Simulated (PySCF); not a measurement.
PySCF 2.14.0, PBE/def2-svp, df: Zr(F)3 ([F][Zr+]([F])[F]), charge +1, multiplicity 1, 4 atoms. The geometry is a generated start, not checked to be a minimum at this level.

| Quantity | Result |
|---|---|
| task | energy |
| method | pbe |
| basis | def2-svp |
| two-electron scheme | density fitting |
| mol.max_memory | 3000 MB |
| mf.max_cycle | 100 |
| mf.init_guess | minao (default) |
| mf.DIIS | CDIIS (default) |
| mf.diis_space | 8 (default) |
| mf.conv_tol | 1e-09 (default) |
| mf.grids.level | 3 (default) |
| effective core potentials | those of the basis set, past Kr |
| basis functions | 73 |
| grid points | 65176 |

```xyz
4

Zr     0.0502     0.4919     0.1529
F      1.6727    -0.2965    -0.1864
F     -0.7836    -0.5409     1.4206
F     -0.9393     0.3455    -1.3871
```

Charge 1 and multiplicity 1 are set for this test and not shown to be the ground state.

One run each on 2 threads, 1 BLAS thread. Values of level_shift (Hartree) tried: 0 (default), 0.1, 0.3, 1.

Predict the course of the Fock builds along this series.

Fewest Fock builds, within one of each other: 0 (default) with 12, 0.1 with 12. The count rises to 40 at 1. All converge to one solution.

| level_shift (Hartree) | Fock builds | end |
|---|---|---|
| 0 (default) | 12 | same solution |
| 0.1 | 12 | same solution |
| 0.3 | 18 | same solution |
| 1 | 40 | same solution |
